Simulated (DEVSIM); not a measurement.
System: Si n-i-p diode, at 300 K.

Layer 1 from the left is Si, thickness (μm) 1.60, Nd (cm⁻³) 4.2e18, τn (s) 0.0008, τp (s) 0.0008. Layer 2 from the left is Si, thickness (μm) 1.80, Na (cm⁻³) 3.5e11, τn (s) 0.0008, τp (s) 0.0008. Layer 3 from the left is Si, thickness (μm) 0.230, Na (cm⁻³) 1.6e18, τn (s) 0.0008, τp (s) 0.0008.

Left contact: ohmic. Right contact: ohmic. Voltage is applied to the left contact. Recombination: SRH at mid-gap, radiative. Gap narrowing is on: ΔEg = 6.92 meV × (l + √(l² + 0.5)), l = ln(N/1.3e17 cm⁻³), shared equally by both band edges. Mobility is constant in doping.

The device is made up for the run: typed textbook-type constants, with dimensions and the other settings drawn at random. Values at 300 K.

Si: gap (eV) 1.124, affinity (eV) 4.05, permittivity 11.7, Nc (cm⁻³) 2.86e19, Nv (cm⁻³) 3.1e19, μn (cm²/Vs) 1417, μp (cm²/Vs) 470, B (cm³/s) 4.7e-15.

DEVSIM, 1D drift-diffusion, Boltzmann statistics, complete ionisation; no tunnelling, impact ionisation, image-force lowering or self-heating.

What does the simulation give for the dark forward voltage at 100 A/cm², the potential step across the device at zero bias, the dark forward voltage at 1 A/cm²?

dark forward voltage at 100 A/cm² 0.728 V; potential step across the device at zero bias 0.956 V; dark forward voltage at 1 A/cm² 0.604 V.
